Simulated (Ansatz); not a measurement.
We consider ZrGeO₃ (model structure, started from the PbTiO3 type, P4mm, No. 99, 5 atoms in the cell), described by PBEsol (PAW; Ansatz, a first-principles code).

Run with plane-wave cutoff 520 eV, 8×8×8 k mesh, Fermi–Dirac smearing 0.01 eV, scalar-relativistic PAW data made under PBE.

Cell (relaxed with PBEsol):

ZrGeO3 has the tetragonal space group P4mm (No. 99), Pearson symbol tP5. Conventional cell: a = 3.987 Å, b = 3.987 Å, c = 4.343 Å, α = 90.00°, β = 90.00°, γ = 90.00°. Zr on 1b sees 1 O at 1.902 Å and 4 O at 2.071 Å and 1 O at 2.440 Å and 4 Ge at 3.275 Å and 4 Ge at 3.887 Å. Ge on 1a is coordinated by 4 O at 2.279 Å and 4 Zr at 3.275 Å and 4 Zr at 3.887 Å. O1 on 2c sees 2 Zr at 2.071 Å and 2 Ge at 2.279 Å. O2 on 1b has 1 Zr at 1.902 Å and 1 Zr at 2.440 Å (linear). (Neighbours: up to the widest gap in distance over summed covalent radii, below 1.35, at either atom; cation-cation and far metal-metal contacts left out.)

What does this level give for the band gap, smallest direct gap on the k points sampled and direct gap at Γ?


- band gap = 1.39 eV
- smallest direct gap on the k points sampled = 2.22 eV
- direct gap at Γ = 3.58 eV

Note: the relaxation could raise the start's symmetry but not lower it, so the cell can be a saddle point.

Spin–orbit coupling is not included.

Computed values are for the static lattice.

Cost on a shared machine: around 22 core-seconds (rough).

A model structure was made by putting elements into a prototype or built by hand; it is no filed structure, need not be a known phase, and can be a saddle point held by its symmetry.
